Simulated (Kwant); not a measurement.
Device: quantum point contact (saddle potential) in a GaAs two-dimensional gas. Effective mass 0.067 mₑ, grid spacing 10 nm, hard walls, nominal width 300 nm (29 grid rows, so walls 300 nm apart), one parabolic valley, scattering region 900 nm long along x; energies count from the band bottom; Fermi energy 0.00219 eV. Potential (V0 + ½k y²) cos²(πx/L) for |x| < L/2, with V0 swept from 0.0022995 to 0 eV, k = 8e-07 eV/nm², L = 290 nm.

The device is made up for the run: typed textbook-type constants, with dimensions and the other settings drawn at random.

Kwant, effective-mass tight-binding model on a square grid, one spin, coherent transport at 0 K. Conductance is in e²/h.

Question: Compare with the saddle-point formula G = Σ 1/(1 + exp(−2π(E − V0 − ħωy(n + ½))/ħωx)), taking ħωy = ħ√(k/m) and ħωx from the curvature along x of V0 plus half of the mode's confinement energy.

Answer: ħωy = 0.954 meV; at V0 = 1.87 meV the lowest mode has ħωx = 0.750 meV.

```tsv
V0 (meV)	formula	simulation
2.17	0.028	0.028
1.87	0.22	0.23
1.57	0.79	0.80
1.27	1.00	1.00
0.966	1.13	1.14
0.667	1.72	1.75
```

The formula takes a parabolic saddle in the continuum; the run has the full potential on a grid.
